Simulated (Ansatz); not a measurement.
Short convergence ladders for a (110) slab of ZnNi (cut from a parent of space group no. 221; 10 atoms in the cell)

```yaml
crystal:
  lattice:
    - [2.88046, 0.00000, 0.00000]
    - [0.00000, 4.07359, 0.00000]
    - [0.00000, 0.00000, 22.14722]
  atoms:
    - { symbol: Zn, position: [0.50000, 0.25000, 0.31607] }
    - { symbol: Ni, position: [0.00000, 0.75000, 0.31607] }
    - { symbol: Zn, position: [0.50000, 0.75000, 0.40803] }
    - { symbol: Ni, position: [0.00000, 0.25000, 0.40803] }
    - { symbol: Zn, position: [0.50000, 0.25000, 0.50000] }
    - { symbol: Ni, position: [0.00000, 0.75000, 0.50000] }
    - { symbol: Zn, position: [0.50000, 0.75000, 0.59197] }
    - { symbol: Ni, position: [0.00000, 0.25000, 0.59197] }
    - { symbol: Zn, position: [0.50000, 0.25000, 0.68393] }
    - { symbol: Ni, position: [0.00000, 0.75000, 0.68393] }
```

Base method: PBEsol, default PAW files made with PBE (plane waves; Ansatz, an electronic-structure program).

Base settings: basis.ecutwfc = 30.9 Ry; kpoints.mp_grid.grid = 5 4 1; hamiltonian.xc = pbesol; hamiltonian.pseudopotentials = {kind: paw} (the program's default PAW files); scf.occupations.method = gaussian; scf.occupations.width = 0.0073 Ry.

The count of work is k-points × plane waves × bands × iterations; it is no time. 

**The vacuum**

The mesh stays at the base's, so the ladder's end is converged at best in this setting alone.

Only quantities that move along the ladder and can be compared are tabulated.

| vacuum between outermost atoms (Å) | free energy less the last step's (meV/atom) | largest difference of a force vector from the last step's (eV/Å) | count of work / last |
|---|---|---|---|
| 3.0 | -116.53 | 0.900 | 0.24 |
| 4.0 | -33.17 | 0.310 | 0.29 |
| 5.0 | -6.85 | 0.059 | 0.31 |
| 6.0 | -1.45 | 0.019 | 0.37 |
| 7.0 | -0.36 | 0.006 | 0.40 |
| 8.0 | -0.10 | 0.002 | 0.39 |
| 10.0 | 0.00 | 0.000 | 0.48 |
| 12.0 | 0.00 | 0.000 | 0.53 |
| 14.0 | 0.02 | 0.000 | 0.58 |
| 17.0 | 0.01 | 0.000 | 0.66 |
| 20.0 | 0.01 | 0.000 | 0.74 |
| 25.0 | 0.00 | 0.000 | 0.87 |
| 30.0 | 0.00 | 0.000 | 1.0 |

Smallest vacuum between outermost atoms (Å) that holds the free energy within 1 meV/atom of the last step, with all finer ones: 7.0, at 0.40 of the last step's count of work; the step before is off by 1.4 meV/atom.

Smallest vacuum between outermost atoms (Å) that holds the forces within 0.005 eV/Å of the last step, with all finer ones: 8.0, at 0.39 of the last step's count of work; the step before is off by 0.006 eV/Å.

**The plane-wave cutoff**

The mesh stays at the base's, so the ladder's end is converged at best in this setting alone.

Only quantities that move along the ladder and can be compared are tabulated.

| basis.ecutwfc | free energy less the last step's (meV/atom) | largest difference of a force vector from the last step's (eV/Å) | count of work / last |
|---|---|---|---|
| 15.4 Ry | 7745.64 | 0.460 | 0.15 |
| 18.4 Ry | 1760.93 | 0.021 | 0.19 |
| 21.7 Ry | 270.79 | 0.102 | 0.20 |
| 26.1 Ry | 11.30 | 0.010 | 0.25 |
| 30.9 Ry | 2.34 | 0.002 | 0.35 |
| 37.1 Ry | 0.70 | 0.001 | 0.47 |
| 46.3 Ry | 0.28 | 0.000 | 0.65 |
| 61.7 Ry | 0.00 | 0.000 | 1.0 |

Coarsest basis.ecutwfc that holds the free energy within 2 meV/atom of the last step, with all finer ones: 37.1 Ry; the step before is off by 2.3 meV/atom.

Coarsest basis.ecutwfc that holds the forces within 0.005 eV/Å of the last step, with all finer ones: 30.9 Ry, at 0.35 of the last step's count of work; the step before is off by 0.010 eV/Å.

On the base run: the starting cell comes from a database of computed structures (which also holds hypothetical and non-ambient phases and stackings), without a prior relaxation at this level. The slab is cut from that crystal, and its faces are unrelaxed. Its lattice was rescaled by up to half a per cent. Spin polarisation is off. Without a gap this mesh is coarse (it stands for a supercell whose shortest in-plane vector is 14 Å).

Left out of this page: 1 run of the series outside the window shown, repeating another row's setting, or not comparable.

Keys are those of Ansatz 0.2.
